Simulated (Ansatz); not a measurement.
Consider ZnS in the zinc blende structure (space group F-43m, No. 216; a = 5.357 Å). Axes: x, y, z lie along the cube axes.

All numbers come from PBEsol, PAW, 420 eV (Ansatz, a program for electronic structure; no spin-orbit coupling).

Strains are applied to the cell and any free atomic positions relax; under biaxial strain the out-of-plane vector relaxes too.

One change was made to it. Results:

| quantity | base | after |
|---|---|---|
| band gap | 2.09 eV | 2.22 eV |
| pressure | 0.00 GPa | 2.71 GPa |
| energy relative to the base (free energy F) | 0 meV/atom | +5.0 meV/atom |

Which of these changes matches the shifts?
A. uniaxial strain ε_zz = +0.65 %
B. isotropic strain −1.06 %
C. biaxial strain −1.70 %, plane normal [111], relaxed out of plane
D. biaxial strain +3.05 %, plane normal [001], relaxed out of plane
E. tensor shear ε_xy = +0.46 %

B, isotropic strain −1.06 %. For comparison, the band gap in the other runs: biaxial strain −1.70 %, plane normal [111], relaxed out of plane gives 2.11 eV; tensor shear ε_xy = +0.46 % gives 2.06 eV; uniaxial strain ε_zz = +0.65 % gives 2.05 eV; biaxial strain +3.05 %, plane normal [001], relaxed out of plane gives 1.84 eV.

Semilocal Kohn–Sham gaps tend to fall short of experiment. Whether these cells are dynamically stable was not tested.
